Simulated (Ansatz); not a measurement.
Results of PBE0 (plane waves, PAW; Ansatz, a program for electronic structure) for SrBr2 (Pnma, No. 62; cell taken from a computed entry).

Run with plane-wave cutoff 500 eV, 2×6×4 k mesh (along the axes of the cell as run), gaussian smearing 0.02 eV, scalar-relativistic PAW data made under PBE.

Cell (relaxed with r²SCAN):

```cif
data_Br8Sr4
_chemical_formula_sum 'Sr4 Br8'
_space_group_name_H-M_alt 'Pnma'
_space_group_IT_number 62
_space_group_name_Hall '-P 2ac 2n'
_cell_length_a 11.38932
_cell_length_b 4.73987
_cell_length_c 7.81414
_cell_angle_alpha 90.000
_cell_angle_beta 90.000
_cell_angle_gamma 90.000
loop_
_space_group_symop_operation_xyz
  'x, y, z'
  '-x, -y, -z'
  '-x+1/2, -y, z+1/2'
  'x+1/2, y, -z+1/2'
  'x+1/2, -y+1/2, -z+1/2'
  '-x+1/2, y+1/2, z+1/2'
  '-x, y+1/2, -z'
  'x, -y+1/2, z'
loop_
_atom_site_label
_atom_site_type_symbol
_atom_site_symmetry_multiplicity
_atom_site_Wyckoff_symbol
_atom_site_fract_x
_atom_site_fract_y
_atom_site_fract_z
_atom_site_occupancy
Sr1 Sr 4 c 0.33239 0.25000 0.36313 1
Br1 Br 4 c 0.10959 0.25000 0.11730 1
Br2 Br 4 c 0.12588 0.25000 0.61951 1
```

Task: What does this level give for the band gap?

Result: 
band gap: 6.34 eV (on the SCF k mesh)

Note: cell and atoms aren't relaxed at this level (largest force component 0.04 eV/Å).

Spin–orbit coupling is not included.

Computing time: roughly 40 core-minutes.
